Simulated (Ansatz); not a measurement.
Start from Ru in the hcp (Mg type) structure (space group P6_3/mmc, No. 194; a = 2.704 Å, c = 4.263 Å; relaxed with 0.1 eV smearing).

Calculations: plane-wave PAW DFT at the r2SCAN level (Ansatz, a quantum-chemistry and plane-wave program, 500 eV), scalar-relativistic without spin-orbit coupling.

Before the change:

- Pressure: 0.0 GPa

One thing is altered: an isotropic linear strain of +0.77 %; the atoms relax in the strained cell.

Question: What happens to the energy relative to the base and pressure?

Answer: The energy grows by 7.4 meV/atom; the pressure (mean of the normal stresses, compression positive) goes from zero to -7.3 GPa.

No phonon test of stability was made. All final runs are without spin polarisation.
